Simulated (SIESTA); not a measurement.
Input and output of a self-consistent single point for C3N4 (P-43m, 7 atoms in the cell) (SIESTA).

Method: LDA PW92, numerical atomic orbitals DZP, PseudoDojo LDA standard norm-conserving potentials (rewritten from UPF to PSML) (SIESTA 5.4.2).

```xyz
7
Lattice="3.4568 0.0000 0.0000 0.0000 3.4568 0.0000 0.0000 0.0000 3.4568" Properties=species:S:1:pos:R:3 pbc="T T T"
C      0.0000     0.0000     1.7284
C      1.7284     0.0000     0.0000
C      0.0000     1.7284     0.0000
N      0.8493     0.8493     2.6075
N      0.8493     2.6075     0.8493
N      2.6075     2.6075     2.6075
N      2.6075     0.8493     0.8493
```

Reference input (self-consistent single point, DFT, GGA PBEsol, numerical atomic orbitals DZP, PseudoDojo PBEsol standard norm-conserving potentials (rewritten from UPF to PSML)): XC.functional = GGA; XC.authors = PBEsol; potentials = PseudoDojo PBEsol standard; PAO.BasisSize = DZP; PAO.EnergyShift = 0.01 Ry; MeshCutoff = 300 Ry; kgrid.MonkhorstPack = 10 10 10; OccupationFunction = FD; ElectronicTemperature = 10 K; MaxSCFIterations = 150; SCF.Mixer.Method = Broyden; SCF.Mixer.Weight = 0.1. This run's input differs from it in these lines:

```diff
@@ -1,2 +1,2 @@
-# files in the folder: C.psml N.psml (PseudoDojo PBEsol standard)
+# files in the folder: C.psml N.psml (PseudoDojo LDA standard)
 SystemName  C3N4
@@ -27,4 +27,4 @@
 
-XC.functional                GGA
-XC.authors                   PBEsol
+XC.functional                LDA
+XC.authors                   PW92
 PAO.BasisSize                DZP
```

Output (repeated stretches shortened):

```
        iscf     Eharris(eV)        E_KS(eV)     FreeEng(eV)     dDmax    Ef(eV) dHmax(eV)
   scf:    1    -1587.285109    -1613.369745    -1613.369745  1.691324 -2.016812  2.777053
   scf:    2    -1615.507705    -1614.490196    -1614.490196  0.014297 -2.021407  2.097294
   scf:    3    -1616.340427    -1615.871632    -1615.871632  0.043361 -2.046938  0.361323
   scf:    4    -1615.930269    -1615.905416    -1615.905416  0.012492 -1.999032  0.140803
   scf:    5    -1615.915136    -1615.911866    -1615.911866  0.007313 -1.965570  0.119238
   [... 3 lines left out ...]
   scf:    9    -1615.914145    -1615.914142    -1615.914142  0.000314 -1.937422  0.000323
   scf:   10    -1615.914142    -1615.914142    -1615.914142  0.000023 -1.937448  0.000269
   scf:   11    -1615.914142    -1615.914142    -1615.914142  0.000010 -1.937450  0.000240
   scf:   12    -1615.914142    -1615.914142    -1615.914142  0.000009 -1.937450  0.000215
SCF Convergence by DM+H criterion
max |DM_out - DM_in|         :     0.0000087424
max |H_out - H_in|      (eV) :     0.0002146690
SCF cycle converged after 12 iterations

Using DM_out to compute the final energy and forces

siesta: E_KS(eV) =            -1615.9141

siesta: E_KS - E_eggbox =     -1615.9141

siesta: Atomic forces (eV/Ang):
     1   -0.000000    0.000000    0.000000
     2    0.000000    0.000000    0.000000
     3   -0.000000   -0.000000   -0.000000
     4   -0.011063   -0.011063    0.011063
     5   -0.011063    0.011063   -0.011063
     6    0.011063    0.011063    0.011063
     7    0.011063   -0.011063   -0.011063
   Tot    0.000000    0.000000    0.000000
   Max    0.011063
   Res    0.008362    sqrt( Sum f_i^2 / 3N )
   Max    0.011063    constrained

   [... lines left out ...]
siesta: FreeEng =     -1615.914142
   [... lines left out ...]
siesta:     0.067841    0.000000   -0.000000
siesta:     0.000000    0.067841    0.000000
siesta:    -0.000000    0.000000    0.067841

siesta: Cell volume =         41.305481 Ang**3

siesta: Pressure (static):
siesta:                Solid            Molecule  Units
siesta:          -0.00073888         -0.00074914  Ry/Bohr**3
siesta:          -0.06784112         -0.06878288  eV/Ang**3
siesta:        -108.69346261       -110.20232596  kBar
```

The run converged in 12 iterations. Against the reference run the pressure goes from -2.56 to -10.87 GPa, the largest force goes from 0.244 to 0.019 eV/Å and the gap on the mesh goes from 2.385 to 2.402 eV.

The starting cell comes from a database of computed structures (which also holds hypothetical and non-ambient phases and stackings), without a prior relaxation at this level. Values carry the incompleteness of an atom-centred basis. With a pressure of about -11 GPa the cell is away from its equilibrium volume at this level.

Cost on one core of a shared machine: roughly 70 s.
